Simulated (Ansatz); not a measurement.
The starting structures come from a database of crystals and need not be the phases stable at ambient conditions.

Inside the gap of an insulator the Bloch states are evanescent, with a wavenumber k + iκ along the transport direction.

Given:

```
Nb2O5
1.0
    3.85882     0.00000     0.00000
    1.92941     6.50375     0.00000
    0.00000     0.05884     4.01819
Nb O
2 5
Direct
  0.85348   0.29304   0.93194
  0.14652   0.70696   0.06806
  0.85096   0.29808   0.48437
  0.14904   0.70192   0.51563
  0.00000   0.00000   0.00000
  0.68510   0.62980   0.00543
  0.31490   0.37020   0.99457
```

The cell is taken as given; by PBEsol it stands under a pressure of -6.8 GPa.

Transport runs along the normal of the first two printed cell vectors.

No gap correction and no spin-orbit coupling; mid-gap is the computed energy nearest the middle.

**Question.** Estimate the band gap and the smallest decay constant κ at mid-gap that PBEsol (Ansatz, a program for electronic structure) returns for this system.

**Answer.** Gap 2.14 eV on a 8×8×8 mesh; κ = 0.264 1/Å, at the zone centre.
